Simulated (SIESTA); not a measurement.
**Worked example: self-consistent single point of Ti₂InC (P6_3/mmc, 8 atoms in the cell) in SIESTA**

Method: LDA PW92, numerical atomic orbitals DZP, PseudoDojo LDA standard norm-conserving potentials (rewritten from UPF to PSML) in SIESTA.

Input as run:

```
# files in the folder: Ti.psml In.psml C.psml (PseudoDojo LDA standard)
SystemName  Ti2InC
SystemLabel ti2inc

NumberOfAtoms                8
NumberOfSpecies              3
%block ChemicalSpeciesLabel
  1 22 Ti
  2 49 In
  3 6 C
%endblock ChemicalSpeciesLabel
LatticeConstant              1.0 Ang
%block LatticeVectors
     3.104234000    0.000000000    0.000000000
    -1.552117000    2.688346000    0.000000000
     0.000000000    0.000000000   13.989205000
%endblock LatticeVectors
AtomicCoordinatesFormat      Ang
%block AtomicCoordinatesAndAtomicSpecies
     1.552118552    0.896114437    8.096392286  1
    -0.000001552    1.792231563    5.892812714  1
    -0.000001552    1.792231563    1.101789786  1
     1.552118552    0.896114437   12.887415214  1
     1.552118552    0.896114437    3.497301250  2
    -0.000001552    1.792231563   10.491903750  2
     0.000000000    0.000000000    6.994602500  3
     0.000000000    0.000000000    0.000000000  3
%endblock AtomicCoordinatesAndAtomicSpecies

XC.functional                LDA
XC.authors                   PW92
PAO.BasisSize                DZP
PAO.EnergyShift              0.01 Ry
MeshCutoff                   350 Ry
%block kgrid.MonkhorstPack
    8   0   0  0.0
    0   8   0  0.0
    0   0   2  0.0
%endblock kgrid.MonkhorstPack
OccupationFunction           MP
OccupationMPOrder            0
ElectronicTemperature        1160.45 K

MaxSCFIterations             150
SCF.Mixer.Method             Pulay
SCF.Mixer.Weight             0.2
SCF.Mixer.History            8
SCF.DM.Tolerance             1.0E-04
Diag.ParallelOverK           true
WriteForces                  true
```

Log, with long lists cut:

```
reinit: Reading from file input.fdf

reinit: System Name: Ti2InC
reinit: System Label: ti2inc

coor:   Atomic-coordinates input format  =     Cartesian coordinates
coor:                                          (in Angstroms)

siesta: Atomic coordinates (Bohr) and species
siesta:      2.93308   1.69341  15.29996  1        1
siesta:     -0.00000   3.38683  11.13580  1        2
siesta:     -0.00000   3.38683   2.08208  1        3
siesta:      2.93308   1.69341  24.35369  1        4
siesta:      2.93308   1.69341   6.60894  2        5
siesta:     -0.00000   3.38683  19.82682  2        6
siesta:      0.00000   0.00000  13.21788  3        7
siesta:      0.00000   0.00000   0.00000  3        8

siesta: System type = bulk

initatomlists: Number of atoms, orbitals, and projectors:      8   138   124

siesta: ******************** Simulation parameters ****************************
redata: Spin configuration                          = none
redata: Time-Reversal Symmetry                      = T
redata: Number of Atomic Species                    =        3
redata: Mesh Cutoff                                 =   350.0000 Ry
redata: Net charge of the system                    =     0.0000 |e|
redata: Min. number of SCF Iter                     =        0
redata: Max. number of SCF Iter                     =      150
redata: SCF convergence failure will abort job
redata: SCF mix quantity                            = Hamiltonian
redata: Mix DM or H after convergence               =   F
redata: Recompute H after scf cycle                 =   F
redata: Mix DM in first SCF step                    =   T
redata: No kicks to SCF
redata: DM Mixing Weight for Kicks                  =     0.5000
redata: Require Harris convergence for SCF          =   F
redata: Harris energy tolerance for SCF             =     0.000100 eV
redata: Require DM convergence for SCF              =   T
   [... lines left out ...]
diag: Used triangular part                          = Lower
diag: Absolute tolerance                            =  0.100E-15
diag: Orthogonalization factor                      =  0.100E-05
diag: Memory factor                                 =  1.0000

superc: Internal auxiliary supercell:     9 x     9 x     3  =     243
superc: Number of atoms, orbitals, and projectors:   1944  33534  30132

                        Single-point calculation

superc: Internal auxiliary supercell:     9 x     9 x     3  =     243
superc: Number of atoms, orbitals, and projectors:   1944  33534  30132

outcell: Unit cell vectors (Ang):
        3.104234    0.000000    0.000000
       -1.552117    2.688346    0.000000
        0.000000    0.000000   13.989205

outcell: Cell vector modules (Ang)   :    3.104234    3.104234   13.989205
outcell: Cell angles (23,13,12) (deg):     90.0000     90.0000    120.0000
outcell: Cell volume (Ang**3)        :    116.7435
new_DM -- step:     1
Initializing Density Matrix...

Attempting to read DM from file... Failed...
DM filled with atomic data:

InitMesh: MESH = 32 x 32 x 160 = 163840
InitMesh: Mesh cutoff (required, used) =   350.000   361.540 Ry

stepf: Methfessel-Paxton step function
       Using Hermite-Gauss polynomials of order  0
        iscf     Eharris(eV)        E_KS(eV)     FreeEng(eV)     dDmax    Ef(eV) dHmax(eV)
   scf:    1   -10282.701984   -10370.314625   -10370.335636  1.548899 -4.793759 16.493990
   scf:    2   -10402.971176   -10392.809049   -10392.825407  0.211558 -5.160816  3.996773
   scf:    3   -10395.731898   -10394.703220   -10394.716860  0.106444 -5.440337  2.222747
   scf:    4   -10395.165722   -10394.975481   -10394.989393  0.053226 -5.559196  1.213408
   scf:    5   -10395.131042   -10395.075167   -10395.090080  0.065280 -5.644220  0.080762
   scf:    6   -10395.071491   -10395.075466   -10395.090149  0.006213 -5.663451  0.092597
   scf:    7   -10395.077780   -10395.077054   -10395.091791  0.004081 -5.657393  0.015493
   scf:    8   -10395.077066   -10395.077101   -10395.091831  0.001535 -5.654962  0.013178
   scf:    9   -10395.077077   -10395.077095   -10395.091847  0.000629 -5.655986  0.004221
   scf:   10   -10395.077099   -10395.077098   -10395.091846  0.000094 -5.655817  0.003223
   scf:   11   -10395.077105   -10395.077102   -10395.091848  0.000084 -5.656103  0.001213
   scf:   12   -10395.077107   -10395.077104   -10395.091848  0.000027 -5.656154  0.000871
SCF Convergence by DM+H criterion
max |DM_out - DM_in|         :     0.0000267339
max |H_out - H_in|      (eV) :     0.0008711963
SCF cycle converged after 12 iterations

Using DM_out to compute the final energy and forces

siesta: E_KS(eV) =           -10395.0771

siesta: E_KS - E_eggbox =    -10395.0771

siesta: Atomic forces (eV/Ang):
     1   -0.000019    0.000011   -0.140249
     2    0.000019   -0.000011    0.140257
     3    0.000019   -0.000011   -0.140312
     4   -0.000019    0.000011    0.140284
     5   -0.000006    0.000003   -0.000038
     6    0.000006   -0.000003    0.000024
     7    0.000000   -0.000000    0.000386
     8    0.000000   -0.000000   -0.000351
   Tot    0.000000   -0.000000   -0.000000
   Max    0.140312
   Res    0.057267    sqrt( Sum f_i^2 / 3N )
   Max    0.140312    constrained

Stress tensor Voigt[x,y,z,yz,xz,xy] (kbar):       42.73       42.74       53.06        0.00       -0.00       -0.00
(Free)E + p*V (eV/cell)   -10398.4565
Target enthalpy (eV/cell)   -10395.0918

siesta: Program's energy decomposition (eV):
siesta: Ebs     =     -2094.521833
siesta: Eions   =     14551.502775
siesta: Ena     =      1909.542963
siesta: Ekin    =      5037.207579
siesta: Enl     =      -771.105818
siesta: Eso     =         0.000000
siesta: Edftu   =         0.000000
siesta: DEna    =       110.197356
siesta: DUscf   =         4.123861
siesta: DUext   =         0.000000
siesta: Ex      =     -1939.272127
siesta: Ec      =      -194.268142
siesta: Exc     =     -2133.540269
siesta: Eharris =    -10395.077107
siesta: Etot    =    -10395.077104
siesta: FreeEng =    -10395.091848

siesta: Atomic forces (eV/Ang):
siesta:      1   -0.000019    0.000011   -0.140249
siesta:      2    0.000019   -0.000011    0.140257
siesta:      3    0.000019   -0.000011   -0.140312
siesta:      4   -0.000019    0.000011    0.140284
siesta:      5   -0.000006    0.000003   -0.000038
siesta:      6    0.000006   -0.000003    0.000024
siesta:      7    0.000000   -0.000000    0.000386
siesta:      8    0.000000   -0.000000   -0.000351
siesta: ----------------------------------------
siesta:    Tot    0.000000   -0.000000   -0.000000

siesta: Stress tensor (static) (eV/Ang**3):
siesta:     0.026672   -0.000000   -0.000000
siesta:    -0.000000    0.026673    0.000000
siesta:    -0.000000    0.000000    0.033117

siesta: Cell volume =        116.743484 Ang**3

siesta: Pressure (static):
siesta:                Solid            Molecule  Units
siesta:          -0.00031390         -0.00035579  Ry/Bohr**3
siesta:          -0.02882074         -0.03266685  eV/Ang**3
siesta:         -46.17591060        -52.33806035  kBar
```

The run converged in 12 iterations.

The starting cell comes from a database of computed structures (which also holds hypothetical and non-ambient phases and stackings), without a prior relaxation at this level. Its lattice was rescaled by a random factor within 2.5 % of one. Spin polarisation is off. Values carry the incompleteness of an atom-centred basis. With a pressure of about -5 GPa the cell is away from its equilibrium volume at this level.

Cost on one core of a shared machine: roughly 90 s.
